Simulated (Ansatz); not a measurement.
The starting structures come from a database of crystals and need not be the phases stable at ambient conditions.

 Where the default PAW files enter, the runs use the earlier of Ansatz's two default sets.

By PBEsol, the system below comes out a metal.

A figure of merit of an interconnect metal is its ballistic conductance per area.

```xyz
10
Lattice="7.6094 0.0000 0.0000 1.6296 7.4329 0.0000 1.6296 1.3110 2.8330" Properties=species:S:1:pos:R:3 pbc="T T T"
Nb     4.6195     3.7164     0.0000
Nb     0.0000     0.0000     0.0000
Nb     4.4091     6.6081     0.9714
Nb     6.4596     2.1358     1.8616
Nb     1.8400     2.4421     0.0000
Nb     7.3990     4.9908     0.0000
Si     8.4780     3.7597     2.1376
Si     2.3907     4.9842     0.6954
Si     7.0102     7.1424     1.4165
Si     3.8585     1.6015     1.4165
```

Space group of this cell: P4/mbm. The cell is taken as given; by PBEsol its mean pressure is -5.1 GPa.

The current flows along the normal of the first two printed cell vectors, the (111) plane of the conventional cell. No spin-orbit coupling; the value is a mean over 0.1 eV about the Fermi level.

Q: Estimate the ballistic conductance per area that PBEsol (Ansatz, a quantum-chemistry and plane-wave program) returns for this system.

A: 0.55 × 10¹⁵ S/m² for both spins.
